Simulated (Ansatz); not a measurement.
# PdGe2 (model structure, started from the AlB2 type, P6/mmm, No. 191, 3 atoms in the cell): properties by level of theory

```json
[
 {"level (code)": "PBE (Ansatz)", "equilibrium lattice constant a (Å)": "?", "lattice parameter c (Å)": "?"},
 {"level (code)": "PBEsol (Ansatz)", "equilibrium lattice constant a (Å)": "4.579", "lattice parameter c (Å)": "2.707"},
 {"level (code)": "PBE-D3(BJ) (Ansatz)", "equilibrium lattice constant a (Å)": "4.589", "lattice parameter c (Å)": "?"}
]
```

Q: What belongs in the gaps?

A: 
- PBE (Ansatz, a quantum-chemistry and plane-wave program), equilibrium lattice constant a (Å): 4.656
- PBE (Ansatz), lattice parameter c (Å): 2.756
- PBE-D3(BJ) (Ansatz), lattice parameter c (Å): 2.717

Caveats: a distance lies near a switch of the dispersion term, which can move the cell (PBE-D3(BJ)). Ansatz's density-functional and Hartree–Fock values are scalar-relativistic unless marked +SOC, with PAW data made under PBE.

The computed numbers hold no vibrational or temperature effects.

A model structure was made by putting elements into a prototype or built by hand; it is no filed structure, need not be a known phase, and can be a saddle point held by its symmetry.
